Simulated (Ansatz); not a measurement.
Results of HSE06-D3(BJ) (Ansatz, an electronic-structure program, PAW) for hexagonal WC.

The input as run:

Ansatz 0.2 input:
```yaml
crystal:
  lattice:
    - [1.4371105381, -2.4891484681, 0.0]
    - [1.4371105381, 2.4891484681, 0.0]
    - [0.0, 0.0, 2.8079061661]
  atoms:
    - { symbol: W, position: [0.0, 0.0, 0.0] }
    - { symbol: C, position: [0.3333333333, 0.6666666667, 0.5] }
basis:
  ecutwfc: 460
  ecutrho_ratio: 4
  xc_grid: 2
kpoints:
  mp_grid: { grid: [12, 12, 10] }
hamiltonian:
  xc: hse06
  dispersion: d3bj
  pseudopotentials: { kind: paw }
scf:
  occupations: { method: fermi_dirac, width: 0.05 }
  convergence: { dr2_threshold: 0.0000000002 }
output:
  forces: true
  stress: true
  eigenvalues: true
```

Excerpt of the program's output:

```
WARN output.stress: scf.exx.energy_threshold = 1e-6 eV is looser than the 2e-8 eV advised for a stress under a hybrid functional (1e-8 eV for each atom of the …
Crystal: 2 atoms, lattice volume = 20.089 Å³
Basis set: ecut = 460 eV, 405 PW (Γ), exchange–correlation on 48×48×40 points (8 copies of the dense FFT grid, shifted against one another)
Bands: 13, of which v1, the nominal top of the filled ones, is band 9 counted from 1 (8 counted from 0)
Symmetry: 12 space group operations
Space group: P-6m2 (ITA 187), of the structure as read, at distance tolerance 2.7e-5 Å
k-points: 114 of 1440 (time reversal used)
SCF iter   1: F=—  HF=-10637.273855 eV  |F-HF|=—  |Δ(HF+E_count)|=         —  Δρ=9.06e-3  dr2=9.36e-3
SCF iter   2: F=—  HF=-10637.274082 eV  |F-HF|=—  |Δ(HF+E_count)|=   2.27e-4  Δρ=4.12e-3  dr2=1.43e-3
  ...
SCF 1 converged in 7 iterations: F = -10637.274739 eV  dr2 = 6.15e-11
Crystal: 2 atoms, lattice volume = 20.089 Å³
Initial density: handed on by an earlier stage of this run
Crystal: 2 atoms, lattice volume = 20.089 Å³
SCF iter   5: F=—  HF=-10638.334312 eV  |F-HF|=—  |Δ(HF+E_count)|=   2.09e-9  Δρ=1.87e-6  dr2=9.23e-10
SCF iter   6: F=-10638.334312 eV  HF=-10638.334312 eV  |F-HF|=0.00e0  |Δ(HF+E_count)|=  2.58e-10  Δρ=1.13e-7  dr2=5.77e-12
SCF 3 converged in 6 iterations: F = -10638.334312 eV  dr2 = 5.77e-12
Free energy (F): -10638.334312 eV
Internal energy: -10638.333852 eV  (E = F + TS)
E sigma→0 (E₀):  -10638.334082 eV
Fermi energy:    21.213788 eV
--- Forces (eV/Å), atoms counted from 1 ---
  atom   1  W      0.00000000    -0.00000000    -0.00000000
  atom   2  C      0.00000000    -0.00000000    -0.00000000
--- Stress (GPa, compression-positive) ---
       -0.017237       0.000000      -0.000000
        0.000000      -0.017237       0.000000
       -0.000000       0.000000      -0.013419
  P = ⅓ Tr σ = -0.0160 GPa (-0.160 kbar)
```

The PAW data were made under PBE.

Note: the run has no spin polarisation, so it can have missed a magnetic state. Note: the run warned that the count of filled bands differs between k points.

The result took about 4 core-minutes (a rough figure).
